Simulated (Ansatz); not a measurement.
Start from LiH in the rock salt structure (space group Fm-3m, No. 225).

```
LiH
1.0
    0.00000     2.00356     2.00356
    2.00356     0.00000     2.00356
    2.00356     2.00356     0.00000
H Li
1 1
Direct
  0.00000   0.00000   0.00000
  0.50000   0.50000   0.50000
```

Level of theory: Kohn–Sham DFT with the PBE functional, run in Ansatz (a first-principles code) with PAW and 420 eV plane waves, scalar-relativistic without spin-orbit coupling.

One change was made to it. Results:

```json
[
 {"quantity": "band gap", "base": "2.98 eV", "after": "2.97 eV"},
 {"quantity": "lattice parameter a", "base": "4.007 Å", "after": "3.982 Å"},
 {"quantity": "width of the top valence band", "base": "5.44 eV", "after": "5.52 eV"},
 {"quantity": "electron mass", "base": "0.12 mₑ along k, 1.0 mₑ across (at X)", "after": "0.12 mₑ along k, 1.0 mₑ across (at X)"}
]
```

Q: Name the change that was made.
A) pressure 5 GPa
B) pressure 0.7 GPa
C) pressure 3 GPa
D) pressure 7.5 GPa
E) pressure 0.3 GPa

A: B, pressure 0.7 GPa. For comparison, the lattice parameter a in the other runs: pressure 7.5 GPa gives 3.800 Å; pressure 5 GPa gives 3.858 Å; pressure 0.3 GPa gives 3.996 Å; pressure 3 GPa gives 3.911 Å.

Load acts through the strain it causes; cell and atoms are relaxed under it. Effective masses come from finite differences of ±0.01 Å⁻¹. Along k means along the line from Γ to the band edge. Stability against distortions was not tested. Competing high-pressure phases were not computed.
